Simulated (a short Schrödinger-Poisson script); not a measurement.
Structure: MOS inversion layer, SiO2 on p-type InP, at 300 K.

| layer | material | thickness (nm) | Na (cm⁻³) |
|---|---|---|---|
| 1 | SiO2 | 0.8 | - |
| 2 | InP | 600 | 6.3e17 |

The device is made up for the run: typed textbook-type constants, with dimensions and the other settings drawn at random. SiO2: permittivity 3.9, conduction-band edge (eV) 3.48, gap (eV) 9, electron mass (mₑ) 0.5. InP: permittivity 12.5, conduction-band edge (eV) 0, gap (eV) 1.344, Nv at 300 K (cm⁻³) 1.1e19.

Channel valleys (confinement mass, in-plane density-of-states mass, number): Γ 0.08, 0.08, 1. At the gate the conduction-band edge of layer 1 lies 3.7 eV − eVg above the Fermi level of the channel; the field vanishes at the back. Gaps are held at their typed values at every temperature. Mesh 0.03 nm at interfaces.

From a short Schrödinger-Poisson script (our own, NumPy): 1D Poisson equation in equilibrium, electrons quantum, Hartree (BenDaniel-Duke, 12 states a valley, the channel's in-plane mass for all, wave functions free to enter the dielectric), parabolic valleys, classical holes, full ionisation, no traps, pinning or gate leakage.

**Question.** List the lowest subbands of each valley and their electrons at Vg = 1.05 V.

**Answer.** 
| valley | subband | energy from the Fermi level (meV) | electrons (cm⁻²) | share (%) |
|---|---|---|---|---|
| Γ | 0 | -163.1 | 5.45e12 | 98.3 |
| Γ | 1 | 55.1 | 9.67e10 | 1.7 |
| Γ | 2 | 208.6 | 2.70e8 | 0.0 |

All electrons: 5.55e12 cm⁻². Above a few 1e12 electrons/cm² a light Γ valley is non-parabolic and upper valleys begin to fill, which the model leaves out.
